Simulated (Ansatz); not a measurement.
How far PBE and PBEsol part for Ge

Base system: Ge in the diamond structure (space group Fd-3m, No. 227; a = 5.7622 Å).

(Cell as relaxed with PBE.)

Levels (all Ansatz, a first-principles code, PAW, earlier PAW set): PBE (420 eV, no SOC); PBEsol (420 eV, no SOC).

Each level relaxes its own structure.

```csv
quantity,PBE,PBEsol
volume per atom,23.92 Å³,(withheld)
lattice parameter a,10.889 bohr,(withheld)
band gap,zero,(withheld)
```

What does PBEsol give?


- volume per atom, PBEsol: 22.86 Å³
- lattice parameter a, PBEsol: 10.726 bohr
- band gap, PBEsol: zero

PBE's volume per atom lies 1.06 Å³ above PBEsol's (4.6 %); PBE's lattice parameter a lies 0.163 bohr above PBEsol's (1.5 %); the two agree on the band gap. Neither level is exact; PBEsol is the comparison here, not a measurement.

Stability against distortions was not tested. A zero or small gap of Ge can be the functional's error rather than a property of the material.
